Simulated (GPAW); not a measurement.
# Several settings converged on a (110) slab of AlRh (cut from a parent of space group no. 221; 6 atoms in the cell)

```yaml
crystal:
  lattice:
    - [2.99221, 0.00000, 0.00000]
    - [0.00000, 4.23162, 0.00000]
    - [0.00000, 0.00000, 18.23171]
  atoms:
    - { symbol: Al, position: [0.00000, 0.75000, 0.38395] }
    - { symbol: Rh, position: [0.50000, 0.25000, 0.38395] }
    - { symbol: Al, position: [0.00000, 0.25000, 0.50000] }
    - { symbol: Rh, position: [0.50000, 0.75000, 0.50000] }
    - { symbol: Al, position: [0.00000, 0.75000, 0.61605] }
    - { symbol: Rh, position: [0.50000, 0.25000, 0.61605] }
```

Base method: LDA (Perdew-Wang 92), GPAW PAW datasets LDA (gpaw-data 1.0.1) (plane waves; GPAW).

Base settings: mode = pw; ecut = 550 eV; xc = LDA; kpts = 5 4 1; mesh shift (steps) = 0 0 0; occupations.name = methfessel-paxton; occupations.width = 0.1 eV; occupations.order = 0; nbands = -12; symmetry.symmorphic = false.

The count of work is k-points × plane waves × bands × iterations; it is no time. 

**The vacuum**

The mesh stays at the base's, so the ladder's end is converged at best in this setting alone.

Only quantities that move along the ladder and can be compared are tabulated.

| vacuum between outermost atoms (Å) | free energy less the last step's (meV/atom) | largest difference of a force vector from the last step's (eV/Å) | count of work / last |
|---|---|---|---|
| 3.0 | -150.53 | 0.877 | 0.15 |
| 4.0 | -72.17 | 0.330 | 0.19 |
| 5.0 | -19.41 | 0.101 | 0.22 |
| 6.0 | -5.14 | 0.023 | 0.24 |
| 7.0 | -1.48 | 0.018 | 0.26 |
| 10.0 | -0.02 | 0.004 | 0.34 |
| 14.0 | 0.02 | 0.001 | 0.47 |
| 20.0 | 0.01 | 0.001 | 0.65 |
| 30.0 | 0.00 | 0.000 | 1.0 |

Smallest vacuum between outermost atoms (Å) that holds the free energy within 2 meV/atom of the last step, with all finer ones: 7.0, at 0.26 of the last step's count of work; the step before is off by 5.1 meV/atom.

Smallest vacuum between outermost atoms (Å) that holds the forces within 0.01 eV/Å of the last step, with all finer ones: 10.0, at 0.34 of the last step's count of work; the step before is off by 0.018 eV/Å.

**The k-point mesh**

Only quantities that move along the ladder and can be compared are tabulated.

```csv
kpts,free energy less the last step's (meV/atom),largest difference of a force vector from the last step's (eV/Å),count of work / last
2 2 1,301.06,0.479,0.051
3 3 1,6.81,0.321,0.043
5 4 1,-9.46,0.057,0.10
6 4 1,-1.02,0.047,0.14
8 6 1,1.47,0.008,0.26
11 8 1,0.08,0.009,0.36
15 11 1,0.20,0.005,0.57
21 15 1,0.00,0.000,1.0
```

Coarsest kpts that holds the forces within 0.02 eV/Å of the last step, with all finer ones: 8 6 1, at 0.26 of the last step's count of work; the step before is off by 0.047 eV/Å.

Coarsest kpts that holds the free energy within 2 meV/atom of the last step, with all finer ones: 6 4 1, at 0.14 of the last step's count of work; the step before is off by 9.5 meV/atom.

**The plane-wave cutoff**

The mesh stays at the base's, so the ladder's end is converged at best in this setting alone.

Only quantities that move along the ladder and can be compared are tabulated.

| ecut | free energy less the last step's (meV/atom) | largest difference of a force vector from the last step's (eV/Å) | count of work / last |
|---|---|---|---|
| 275 eV | 199.37 | 0.004 | 0.13 |
| 330 eV | 91.66 | 0.023 | 0.17 |
| 385 eV | 29.86 | 0.000 | 0.21 |
| 470 eV | 3.85 | 0.001 | 0.28 |
| 550 eV | 1.19 | 0.001 | 0.35 |
| 660 eV | 0.48 | 0.002 | 0.44 |
| 825 eV | 0.06 | 0.002 | 0.68 |
| 1100 eV | 0.00 | 0.000 | 1.0 |

Coarsest ecut that holds the forces within 0.005 eV/Å of the last step, with all finer ones: 385 eV, at 0.21 of the last step's count of work; the step before is off by 0.023 eV/Å.

Coarsest ecut that holds the free energy within 5 meV/atom of the last step, with all finer ones: 470 eV, at 0.28 of the last step's count of work; the step before is off by 30 meV/atom.

On the base run: the starting cell comes from a database of computed structures (which also holds hypothetical and non-ambient phases and stackings), without a prior relaxation at this level. The slab is cut from that crystal, and its faces are unrelaxed. Its lattice was rescaled by up to half a per cent. Spin polarisation is off. In the base run, forces exceed 1 eV/Å. Without a gap this mesh is coarse (it stands for a supercell whose shortest in-plane vector is 15 Å).
